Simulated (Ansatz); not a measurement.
Consider NaCl in the rock salt structure (space group Fm-3m, No. 225).

Space group Fm-3m (No. 225); a = 5.6020 Å, b = 5.6020 Å, c = 5.6020 Å, α = 90.00°, β = 90.00°, γ = 90.00°

```csv
atom,site,symmetry,x,y,z
Na,4a,m-3m,0.0000,0.0000,0.0000
Cl,4b,m-3m,0.5000,0.5000,0.5000
```
(The calculation used a cell of 2 atoms; values per cell refer to that cell.)

Level of theory: Ansatz (a first-principles code), PBEsol, PAW, cutoff 420 eV, without spin-orbit coupling.

Base values:

Gap character: direct at Γ
Lattice parameter a: 5.602 Å
Electron mass: 0.39 mₑ (at Γ)

Modification: F takes the place of Cl on all its sites; the structure is relaxed again.

Predict the new gap character.

The gap character is still direct at Γ.

Estimate the effect on the lattice parameter a.

The lattice parameter a falls by 0.973 Å, from 5.602 Å to 4.629 Å.

What happens to the electron mass?

The electron mass goes from 0.39 mₑ (at Γ) to 0.56 mₑ (at Γ).

Masses are band curvatures over ±0.01 Å⁻¹ around the edge. Stability against distortions was not tested.
